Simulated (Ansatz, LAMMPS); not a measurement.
# Σ41 (338) [1-10] symmetric tilt, annealed from start 1, in Ge (diamond structure)

Cell 36.89 × 16.29 × 26.83 Å, Ge656, 656 atoms. Prepared with Tersoff's 1989 multicomponent potential (SiCGe.tersoff) (LAMMPS): 40 ps at 1300 K, cooling over 40 ps and minimisation with the cell free along the normal, at the potential's lattice parameter; then scaled to the PBE one. 

That structure was relaxed on with PBE, support functions at accuracy medium on the grid of 370 eV run with Ansatz (a quantum-chemistry and plane-wave program). Basis: localised support functions (accuracy medium) on a full density matrix. k-points: zone centre alone; occupations: Fermi-Dirac, 0.020 eV; spin polarisation not allowed. Scalar-relativistic, no spin-orbit coupling.

Geometry partly relaxed: the largest remaining force component is 0.320 eV/Å.

Question: What does DFT change in the classical structure?

Answer: The energy falls by 11.9 meV an atom over 14 steps; atoms move by 0.211 Å root mean square, 1.36 Å at most.
```
quantity                                                     classical minimum  after DFT steps
-----------------------------------------------------------  -----------------  ---------------
3-fold atoms (%)                                                           1.2              0.8
4-fold atoms (%)                                                          94.8             95.1
5-fold atoms (%)                                                           4.0              4.1
spread of bond angles (°)                                                  9.3              9.7
energy over the crystal(s), each by its own level (eV/atom)              0.143            0.090
```
